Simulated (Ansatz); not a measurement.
Start from ZnO in the wurtzite structure (space group P6_3mc, No. 186; a = 3.2795 Å, c = 5.2937 Å). Axes: x lies along a and z along c of the hexagonal cell.

Calculations: PBE in Ansatz (plane waves to 420 eV, PAW, no spin-orbit coupling).

Before the change:

| Property | Value |
|---|---|
| Shortest interatomic distance | 1.999 Å |

One thing is altered: tensile biaxial strain of 1.80 % in the plane normal to [001], as in epitaxy on a mismatched substrate; the out-of-plane cell vector and the atoms relax.

**Question.** What happens to the ratio −ε⊥/ε∥?

**Answer.** The ratio −ε⊥/ε∥ amounts to 0.94.

**Question.** What does the calculation give for the shortest interatomic distance after the change?

**Answer.** The shortest interatomic distance rises by 0.0157 Å (1.999 Å → 2.014 Å).

No phonon test of stability was made.

Ansatz is an electronic-structure program.
